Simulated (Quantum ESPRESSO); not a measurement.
Input and output of a self-consistent single point for Y3Cu4Ge4 (Immm, 11 atoms in the cell) (Quantum ESPRESSO).

Method of the run: PBEsol, PSlibrary ultrasoft (PBE) pseudopotentials (plane waves; Quantum ESPRESSO).

```
Y3(CuGe)4
1.0
    2.11221     3.33295     6.98677
   -2.11221     3.33295     6.98677
   -2.11221    -3.33295     6.98677
Y Cu Ge
3 4 4
Direct
  0.00000   0.50000   0.50000
  0.12946   0.00000   0.12946
  0.87054   0.00000   0.87054
  0.33064   0.81004   0.52060
  0.66936   0.18996   0.47940
  0.33064   0.18996   0.14068
  0.66936   0.81004   0.85932
  0.21645   0.50000   0.71645
  0.78355   0.50000   0.28355
  0.50000   0.30861   0.19139
  0.50000   0.69139   0.80861
```

Reference input (self-consistent single point, DFT, PBEsol, plane waves, PSlibrary ultrasoft (PBE) pseudopotentials): ecutwfc = 50 Ry; ecutrho = 350 Ry; occupations = smearing; smearing = cold; degauss = 0.0073499 Ry; input_dft = pbesol; K_POINTS = automatic 6 6 6 1 1 1; conv_thr = 1e-09 Ry; mixing_beta = 0.3. This run's input differs from it in these lines:

```diff
@@ -14,4 +14,4 @@
   ntyp = 3
-  ecutwfc = 50
-  ecutrho = 350
+  ecutwfc = 75
+  ecutrho = 525
   occupations = 'smearing'
```

The program printed (abridged):

```
     Self-consistent Calculation

     iteration #  1     ecut=    75.00 Ry     beta= 0.30

     Threshold (ethr) on eigenvalues was too large:
     Diagonalizing with lowered threshold

     total energy              =    -786.33364939 Ry
     estimated scf accuracy    <       1.06404695 Ry

     iteration #  2     ecut=    75.00 Ry     beta= 0.30

     total energy              =    -786.61032668 Ry
     estimated scf accuracy    <       0.78140362 Ry

     iteration #  3     ecut=    75.00 Ry     beta= 0.30

     total energy              =    -786.65916098 Ry
     estimated scf accuracy    <       0.05247653 Ry

   [... 10 blocks of this kind left out ...]

     iteration # 14     ecut=    75.00 Ry     beta= 0.30

     total energy              =    -786.67311503 Ry
     estimated scf accuracy    <          1.6E-09 Ry

     iteration # 15     ecut=    75.00 Ry     beta= 0.30
     End of self-consistent calculation

     the Fermi energy is    10.7740 ev

!    total energy              =    -786.67311503 Ry
     estimated scf accuracy    <          3.6E-10 Ry
     smearing contrib. (-TS)   =       0.00010750 Ry
     internal energy E=F+TS    =    -786.67322252 Ry

     convergence has been achieved in  15 iterations

     Forces acting on atoms (cartesian axes, Ry/au):

     atom    1 type  1   force =    -0.00000000    0.00000000    0.00000000
     atom    2 type  1   force =    -0.00000000    0.00000000    0.00497498
     atom    3 type  1   force =     0.00000000    0.00000000   -0.00497498
     atom    4 type  2   force =     0.00000000    0.00336079   -0.00054084
     atom    5 type  2   force =     0.00000000   -0.00336079    0.00054084
   [... lines left out ...]

     Total force =     0.011186     Total SCF correction =     0.000024

          total   stress  (Ry/bohr**3)                   (kbar)     P=      -42.51
  -0.00030859   0.00000000   0.00000000          -45.39        0.00        0.00
  -0.00000000  -0.00028341  -0.00000000           -0.00      -41.69       -0.00
  -0.00000000   0.00000000  -0.00027499           -0.00        0.00      -40.45

   JOB DONE.
```

The run converged in 15 iterations. Against the reference run the free energy goes down by 9.5 meV/atom, the pressure goes from -4.63 to -4.25 GPa and the largest force stays at 0.128 eV/Å.

The starting cell comes from a database of computed structures (which also holds hypothetical and non-ambient phases and stackings), without a prior relaxation at this level. Spin polarisation is off.

Cost on one core of a shared machine: roughly 20 min.
